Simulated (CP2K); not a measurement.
Band structure of NiS2 (P2_1, 6 atoms in the cell).

```xyz
6
Lattice="4.0777 0.0000 0.0000 0.0000 5.2015 0.0000 -2.0103 0.0000 4.8802" Properties=species:S:1:pos:R:3 pbc="T T T"
Ni     1.5559     4.3359     3.6576
Ni     0.5115     1.7352     1.2226
S      0.2519     4.9414     2.0356
S      1.8155     2.3407     2.8446
S      1.2818     1.1258     4.4778
S      0.7855     3.7265     0.4024
```

Level of theory: PBEsol, GPW, DZVP-MOLOPT-SR-GTH basis, GTH-PBE potentials (GTH_POTENTIALS) in CP2K.

Settings: CUTOFF = 600 Ry; REL_CUTOFF = 60 Ry; SMEAR/METHOD = FERMI_DIRAC; ELECTRONIC_TEMPERATURE = 232.09 K; KPOINTS/SCHEME = MONKHORST-PACK 6 5 5; GAMMA_CENTERED = T; XC_FUNCTIONAL = PBE:PBESOL; Ni/BASIS_SET = DZVP-MOLOPT-SR-GTH; Ni/POTENTIAL = GTH-PBE-q18; S/BASIS_SET = DZVP-MOLOPT-SR-GTH; S/POTENTIAL = GTH-PBE-q6; METHOD = GPW; EPS_DEFAULT = 1e-10; EXTRAPOLATION = USE_GUESS.

The starting cell comes from a database of computed structures (which also holds hypothetical and non-ambient phases and stackings), without a prior relaxation at this level. Spin polarisation is off, so a magnetic state, if there is one, cannot be reached. Values carry the incompleteness of an atom-centred basis. The potentials were made for another functional than the one used.

Levels in eV from the Fermi level, bands 27 to 32:
```json
[
 {"point": "Γ", "27": "-1.72", "28": "-1.55", "29": "-0.79", "30": "-0.04", "31": "0.80", "32": "1.64"},
 {"point": "Y", "27": "-1.25", "28": "-1.25", "29": "-0.89", "30": "-0.88", "31": "1.08", "32": "1.08"},
 {"point": "H", "27": "-1.45", "28": "-1.30", "29": "-0.96", "30": "-0.88", "31": "0.45", "32": "0.68"},
 {"point": "C", "27": "-1.36", "28": "-1.22", "29": "-0.82", "30": "-0.77", "31": "0.72", "32": "1.47"},
 {"point": "E", "27": "-1.41", "28": "-1.41", "29": "-0.50", "30": "-0.50", "31": "0.83", "32": "0.83"},
 {"point": "M1", "27": "-1.51", "28": "-1.51", "29": "-0.88", "30": "-0.88", "31": "0.55", "32": "0.55"},
 {"point": "A", "27": "-1.62", "28": "-1.62", "29": "-1.25", "30": "-1.25", "31": "0.18", "32": "0.18"},
 {"point": "X", "27": "-1.33", "28": "-1.33", "29": "-1.12", "30": "-1.12", "31": "0.33", "32": "0.34"},
 {"point": "D", "27": "-1.62", "28": "-1.62", "29": "-1.30", "30": "-1.30", "31": "0.13", "32": "0.13"}
]
```

No band crosses the Fermi level by more than 0.03 eV along this path.

Higher empty bands are left out: an atom-centred basis made for the valence describes them poorly.
